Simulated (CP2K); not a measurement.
CP2K run on Mg2Pd (I4/mmm, 3 atoms in the cell): self-consistent single point.

Level of theory: LDA (Pade form), GPW, DZVP-MOLOPT-SR-GTH basis, GTH-PADE potentials (GTH_POTENTIALS) in CP2K.

```
Mg2Pd
1.0
    5.49543     0.00000     0.00000
    3.61330     4.14051     0.00000
   -4.55436    -2.07026     2.27411
Mg Pd
2 1
Cartesian
  5.89535   2.67982   0.00000
  3.21338   1.46069   0.00000
  0.00000   0.00000   0.00000
```

Reference input (self-consistent single point, DFT LDA (Pade form), GPW, DZVP-MOLOPT-SR-GTH basis, GTH-PADE potentials (GTH_POTENTIALS)): CUTOFF = 1000 Ry; REL_CUTOFF = 50 Ry; SMEAR/METHOD = FERMI_DIRAC; ELECTRONIC_TEMPERATURE = 1160.45 K; KPOINTS/SCHEME = MONKHORST-PACK 12 12 12; GAMMA_CENTERED = T; XC_FUNCTIONAL = PADE; Mg/BASIS_SET = DZVP-MOLOPT-SR-GTH-q10; Mg/POTENTIAL = GTH-PADE-q10; Pd/BASIS_SET = DZVP-MOLOPT-SR-GTH-q18; Pd/POTENTIAL = GTH-PADE-q18; METHOD = GPW. This run's input differs from it in these lines:

```diff
@@ -39,4 +39,3 @@
     &KPOINTS
-      SCHEME MONKHORST-PACK 12 12 12
-      GAMMA_CENTERED T
+      SCHEME MONKHORST-PACK 7 7 7
     &END KPOINTS
```

Output, abridged:

```
 SCF WAVEFUNCTION OPTIMIZATION

  Step     Update method      Time    Convergence         Total energy    Change
     1 NoMix/Diag. 0.30E+00      -     0.98055166      -253.8839465435 -2.54E+02
     2 Broy./Diag. 0.30E+00      -     0.49192006      -257.2003889855 -3.32E+00
     3 Broy./Diag. 0.30E+00      -     0.09495094      -252.4134593641  4.79E+00
     4 Broy./Diag. 0.30E+00      -     0.09572187      -253.2422653416 -8.29E-01
     5 Broy./Diag. 0.30E+00      -     0.02320884      -253.4244747417 -1.82E-01
     6 Broy./Diag. 0.30E+00      -     0.00602157      -253.2148549199  2.10E-01
   [... 4 lines left out ...]
    11 Broy./Diag. 0.30E+00      -     0.00000709      -253.2650457971  6.45E-05
    12 Broy./Diag. 0.30E+00      -     0.00000041      -253.2649942173  5.16E-05
    13 Broy./Diag. 0.30E+00      -     0.00000028      -253.2649952924 -1.08E-06
    14 Broy./Diag. 0.30E+00      -     2.5532E-09      -253.2649964654 -1.17E-06
  *** SCF run converged in    14 steps ***

  Overlap energy of the core charge distribution:               0.00000000000000
  Self energy of the core charge distribution:               -490.37607774563594
  Core Hamiltonian energy:                                    134.22124219197988
  Hartree energy:                                             132.12188394476635
  Exchange-correlation energy:                                -29.23068204445326
  Electronic entropic energy:                                  -0.00136281209249
  Fermi energy:                                                 0.32128281711629

  Total energy:                                              -253.26499646543817
  Total energy (extrapolated to T->0):                       -253.26431505939192

                     Mulliken Population Analysis

   [... lines left out ...]

 STRESS| Analytical stress tensor [bar]
 STRESS|                        x                   y                   z
 STRESS|      x       -2.10963456904E+04  -3.17570958140E+03   8.14811868451E-01
 STRESS|      y       -3.17570958140E+03  -1.55537564793E+04   3.55626022922E-01
 STRESS|      z        8.14811868451E-01   3.55626022922E-01  -1.41097974655E+04
 STRESS| 1/3 Trace                                            -1.69199665451E+04
```

The run converged in 14 iterations. Against the reference run the free energy rises by 1.7 meV/atom, the pressure stays near -1.69 GPa while the xx stress (positive for compression) goes from -1.52 to -2.11 GPa and the largest force goes from 0.018 to 0.005 eV/Å.

The starting cell comes from a database of computed structures (which also holds hypothetical and non-ambient phases and stackings), without a prior relaxation at this level. Its lattice was rescaled by a random factor within 2.5 % of one. Spin polarisation is off. Values carry the incompleteness of an atom-centred basis.

Cost on one core of a shared machine: roughly 2 min.
